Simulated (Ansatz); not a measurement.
Consider BeTe in the zinc blende structure (space group F-43m, No. 216; a = 5.657 Å). Axes: x, y, z lie along the cube axes.

Calculations: r2SCAN (Ansatz, an electronic-structure program; PAW; 500 eV plane waves; no spin-orbit coupling).

Strains are applied to the cell and any free atomic positions relax; under biaxial strain the out-of-plane vector relaxes too.

One change was made to it. Results:

The smallest direct gap falls by 0.04 eV to 4.00 eV; the band gap drops by 0.057 eV, from 2.37 eV to 2.32 eV; the hole mass amounts to 0.21 mₑ out of plane, 0.35 mₑ in plane (at Γ).

### Question
What was done to the base?
(A) biaxial strain +0.50 %, plane normal [001], relaxed out of plane
(B) biaxial strain +1.00 %, plane normal [001], relaxed out of plane
(C) biaxial strain +2.00 %, plane normal [001], relaxed out of plane
(D) biaxial strain +1.50 %, plane normal [001], relaxed out of plane

### Answer
A, biaxial strain +0.50 %, plane normal [001], relaxed out of plane. For comparison, the band gap in the other runs: biaxial strain +2.00 %, plane normal [001], relaxed out of plane gives 2.16 eV; biaxial strain +1.50 %, plane normal [001], relaxed out of plane gives 2.21 eV; biaxial strain +1.00 %, plane normal [001], relaxed out of plane gives 2.26 eV.

With Te present, leaving out spin-orbit coupling can change the band edges. Masses are band curvatures over ±0.01 Å⁻¹ around the edge. Whether these cells are dynamically stable was not tested.
